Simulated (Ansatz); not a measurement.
What tensor shear ε_xz = +1.14 % does to MoSi2

Base system: MoSi2 (space group I4/mmm, No. 139; a = 3.174 Å, c = 7.779 Å; relaxed with 0.1 eV smearing). Axes: x, y, z lie along a, b, c of the conventional cell.

Perturbation: tensor shear ε_xz = +1.14 % (engineering shear γ = 0.0228), atoms relaxed at fixed cell.

Level of theory: LDA/PAW in Ansatz (a first-principles code), without spin-orbit coupling. Γ-centred 25×25×25 mesh, Fermi–Dirac width 0.1 eV.

The volume per atom stays 13.06 Å³ and the shortest interatomic distance stays 2.564 Å. The energy grows by 4.4 meV/atom and the band gap remains zero. The stress (xx, yy, zz, yz, xz, xy; compression positive) comes out as (0.1, 0.1, 0.1, 0.0, -4.8, 0.0) GPa.

Cost of the whole job for the changed cell (relaxation, final SCF and bands): roughly 14 core-minutes.

The cells carry an imposed strain or load. Stability against distortions was not tested. The final runs are not spin-polarised.
